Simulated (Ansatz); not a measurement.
# Effect of biaxial strain −2.00 %, plane normal [001], relaxed out of plane on Hf

Take Hf in the hcp (Mg type) structure (space group P6_3/mmc, No. 194; a = 3.204 Å, c = 5.073 Å; relaxed with 0.1 eV smearing) as the base. Axes: x lies along a and z along c of the hexagonal cell.

Modification: compressive biaxial strain of 2.00 % in the plane normal to [001], as in epitaxy on a mismatched substrate; the out-of-plane cell vector and the atoms relax.

Computed with plane-wave PAW DFT at the PBE level (Ansatz, a quantum-chemistry and plane-wave program, 420 eV), no spin-orbit coupling. k-mesh 21×21×12 (Γ-centred); smearing 0.1 eV (Fermi–Dirac).

- Shortest interatomic distance = 3.140 Å (base 3.139 Å)
- Pressure (mean of the normal stresses, compression positive) = 2.8 GPa (base 0.0 GPa)
- Band gap = zero (base zero)
- Out-of-plane strain = +1.44 %

Cost of the whole job for the changed cell (relaxation, final SCF and bands): roughly 90 core-seconds.

No phonon test of stability was made. The final runs are not spin-polarised.
